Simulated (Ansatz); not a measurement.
Effective masses and thermopower of SnO₂ under load (space group P4_2/mnm)

```
SnO2
1.0
    4.80294     0.00000     0.00000
    0.00000     4.80294     0.00000
    0.00000     0.00000     3.19637
Sn O
2 4
Direct
  0.00000   0.00000   0.00000
  0.50000   0.50000   0.50000
  0.30629   0.30629   0.00000
  0.69371   0.69371   0.00000
  0.80629   0.19371   0.50000
  0.19371   0.80629   0.50000
```

All values below come from r2SCAN, rigid bands (plane waves, PAW, scalar-relativistic; Ansatz, an electronic-structure program). Condition of this run: biaxial stress in the c plane of -2 GPa (compression positive) (the target of the relaxation). Geometry: cell and atoms relaxed with PBEsol, then loaded as said.

```
Quantity                                                                                                                                                            Value
---------------------------------------------------------------------------------------------------------------------------------------  --------------------------------
band gap                                                                                                                                                          1.61 eV
electron conductivity mass (300 K, dilute)                                                                                               0.23 (x), 0.23 (y), 0.195 (z) mₑ
hole conductivity mass (300 K, dilute)                                                                                                     1.46 (x), 1.46 (y), 2.0 (z) mₑ
effective density of states N_c (300 K)                                                                                                                       2.3e18 cm⁻³
effective density of states N_v (300 K)                                                                                                                       4.8e19 cm⁻³
density-of-states mass, electrons                                                                                                                                 0.20 mₑ
density-of-states mass, holes                                                                                                                                     1.53 mₑ
Seebeck coefficient, n-type 1e19 cm⁻³, 300 K                                                                                                                    -123 μV/K
best n-type power factor at 300 K for τ = 10 fs (best axis; densities from 1e16 to 1e21 cm⁻³ tried, whether or not they can be reached)       2.1 μW/(cm·K²) at 1e19 cm⁻³
Seebeck coefficient, p-type 1e19 cm⁻³, 300 K                                                                                                                     352 μV/K
best p-type power factor at 300 K for τ = 10 fs (best axis; densities from 1e16 to 1e21 cm⁻³ tried, whether or not they can be reached)       5.2 μW/(cm·K²) at 1e20 cm⁻³
```

Rigid bands; masses and Seebeck coefficients take one relaxation time τ for all states and one kind of carrier; polarons and phonon drag are left out. Spin-orbit coupling is left out; where it splits the top of the valence band, N_v and the p-type Seebeck coefficient come out somewhat high without it. Geometry: cell and atoms relaxed with PBEsol.
